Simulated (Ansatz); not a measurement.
Method: PBE (plane waves to 420 eV, PAW; Ansatz, a first-principles code).

Planar average of the electrostatic potential across the slab, in eV from the Fermi level, for a constructed model of the (111) surface of fcc Cu, a pseudomorphic layer of Rh in the host's stacking (bottom of the slab: a bare face, its two planes held):

```json
[
 {"z (Å)": "3.77", "V (eV)": "4.80"},
 {"z (Å)": "4.06", "V (eV)": "4.80"},
 {"z (Å)": "4.35", "V (eV)": "4.79"},
 {"z (Å)": "4.64", "V (eV)": "4.79"},
 {"z (Å)": "4.93", "V (eV)": "4.78"},
 {"z (Å)": "5.22", "V (eV)": "4.77"},
 {"z (Å)": "5.51", "V (eV)": "4.73"},
 {"z (Å)": "5.80", "V (eV)": "4.66"},
 {"z (Å)": "6.09", "V (eV)": "4.52"},
 {"z (Å)": "6.38", "V (eV)": "4.21"},
 {"z (Å)": "6.67", "V (eV)": "3.55"},
 {"z (Å)": "6.96", "V (eV)": "2.17"},
 {"z (Å)": "7.25", "V (eV)": "-1.47"},
 {"z (Å)": "7.54", "V (eV)": "-9.30"},
 {"z (Å)": "7.83", "V (eV)": "-15.68"},
 {"z (Å)": "8.12", "V (eV)": "-16.83"},
 {"z (Å)": "8.41", "V (eV)": "-12.58"},
 {"z (Å)": "8.70", "V (eV)": "-4.73"},
 {"z (Å)": "8.99", "V (eV)": "-0.09"},
 {"z (Å)": "9.28", "V (eV)": "-1.08"},
 {"z (Å)": "9.57", "V (eV)": "-7.70"},
 {"z (Å)": "9.86", "V (eV)": "-14.88"},
 {"z (Å)": "10.15", "V (eV)": "-17.26"},
 {"z (Å)": "10.44", "V (eV)": "-14.22"},
 {"z (Å)": "10.73", "V (eV)": "-6.70"},
 {"z (Å)": "11.02", "V (eV)": "-0.69"},
 {"z (Å)": "11.31", "V (eV)": "-0.45"},
 {"z (Å)": "11.60", "V (eV)": "-5.96"},
 {"z (Å)": "11.89", "V (eV)": "-13.69"},
 {"z (Å)": "12.18", "V (eV)": "-17.23"},
 {"z (Å)": "12.47", "V (eV)": "-15.33"},
 {"z (Å)": "12.76", "V (eV)": "-8.45"},
 {"z (Å)": "13.05", "V (eV)": "-1.45"},
 {"z (Å)": "13.34", "V (eV)": "0.00"},
 {"z (Å)": "13.63", "V (eV)": "-4.07"},
 {"z (Å)": "13.92", "V (eV)": "-12.00"},
 {"z (Å)": "14.21", "V (eV)": "-16.83"},
 {"z (Å)": "14.50", "V (eV)": "-16.28"},
 {"z (Å)": "14.79", "V (eV)": "-10.44"},
 {"z (Å)": "15.08", "V (eV)": "-2.71"},
 {"z (Å)": "15.37", "V (eV)": "0.11"},
 {"z (Å)": "15.66", "V (eV)": "-2.57"},
 {"z (Å)": "15.95", "V (eV)": "-10.25"},
 {"z (Å)": "16.24", "V (eV)": "-16.18"},
 {"z (Å)": "16.53", "V (eV)": "-16.85"},
 {"z (Å)": "16.82", "V (eV)": "-12.12"},
 {"z (Å)": "17.11", "V (eV)": "-4.16"},
 {"z (Å)": "17.40", "V (eV)": "0.07"},
 {"z (Å)": "17.69", "V (eV)": "-1.29"},
 {"z (Å)": "17.98", "V (eV)": "-8.23"},
 {"z (Å)": "18.27", "V (eV)": "-15.08"},
 {"z (Å)": "18.56", "V (eV)": "-16.96"},
 {"z (Å)": "18.85", "V (eV)": "-13.44"},
 {"z (Å)": "19.14", "V (eV)": "-5.68"},
 {"z (Å)": "19.43", "V (eV)": "-0.17"},
 {"z (Å)": "19.72", "V (eV)": "-0.72"},
 {"z (Å)": "20.01", "V (eV)": "-8.21"},
 {"z (Å)": "20.30", "V (eV)": "-20.31"},
 {"z (Å)": "20.59", "V (eV)": "-28.21"},
 {"z (Å)": "20.88", "V (eV)": "-26.98"},
 {"z (Å)": "21.17", "V (eV)": "-17.29"},
 {"z (Å)": "21.46", "V (eV)": "-5.30"},
 {"z (Å)": "21.75", "V (eV)": "1.22"},
 {"z (Å)": "22.04", "V (eV)": "3.55"},
 {"z (Å)": "22.33", "V (eV)": "4.59"},
 {"z (Å)": "22.62", "V (eV)": "5.06"},
 {"z (Å)": "22.91", "V (eV)": "5.27"},
 {"z (Å)": "23.20", "V (eV)": "5.37"},
 {"z (Å)": "23.49", "V (eV)": "5.41"},
 {"z (Å)": "23.78", "V (eV)": "5.43"},
 {"z (Å)": "24.07", "V (eV)": "5.44"},
 {"z (Å)": "24.36", "V (eV)": "5.45"},
 {"z (Å)": "24.65", "V (eV)": "5.45"},
 {"z (Å)": "24.94", "V (eV)": "5.45"}
]
```

Set-up: 7 atoms, 12.9 Å thick at the start with caps and adatoms (thin: gaps and levels are the slab's own); mesh 17x17x1; 0.1 eV smearing; dipole correction on; 2 atoms held, the rest relaxed; symmetry of the start imposed; no spin, no spin-orbit, no U. In PBE it is, or lies within 0.01 eV a 1x1 cell of, the lowest of the 2 structures of its composition computed so far; subsurface sites and larger cells were not tried.

### Question
The surface cell has an area of 5.71 Å². What dipole along the normal does the step between the two vacuum levels imply?

### Answer
the top vacuum level lies 0.65 eV above the bottom one; p = −ε₀ A ΔV (ε₀ = 0.005526 e/(V·Å)) gives -0.02 e·Å a cell.
